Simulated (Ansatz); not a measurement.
The reference is ZnO in the wurtzite structure (space group P6_3mc, No. 186; a = 3.2300 Å, c = 5.2144 Å). Axes: x lies along a and z along c of the hexagonal cell.

Method: Ansatz (a quantum-chemistry and plane-wave program) PBEsol, no spin-orbit coupling.

Before the change:

```
Quantity                                     Result
-----------------------------  --------------------
Width of the top valence band               1.83 eV
Gap character                           direct at Γ
Valence-band top at Γ          0.00, 0.00, -0.10 eV
```

It is then changed as follows: uniaxial strain ε_zz = +2.40 %, all other strain components held at zero; the atoms relax in the strained cell.

How does this affect the width of the top valence band, gap character and valence-band top at Γ?

The width of the top valence band falls by 0.05 eV (1.83 eV → 1.78 eV); the gap character stays direct at Γ; the valence-band top at Γ (three highest levels, from the VBM) changes from 0.00, 0.00, -0.10 eV to 0.00, 0.00, -0.11 eV.

No phonon test of stability was made.
